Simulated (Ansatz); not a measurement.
Base system: Zn in the hcp (Mg type) structure (space group P6_3/mmc, No. 194; a = 2.613 Å, c = 4.781 Å; relaxed with 0.1 eV smearing).

Calculations: PBEsol (Ansatz, a program for electronic structure; PAW; 420 eV plane waves; scalar-relativistic without spin-orbit coupling).

Before the change:

The pressure is 0.0 GPa and the band gap is zero.

Now apply this change: the cell is scaled by 0.9750 in all directions; the atoms relax in the strained cell.

Task: What does the calculation give for the pressure, energy relative to the base and band gap after the change?

Result: The pressure (mean of the normal stresses, compression positive) goes from zero to 8.6 GPa; the energy rises by 26 meV/atom; the band gap stays zero.

Stability against distortions was not tested.
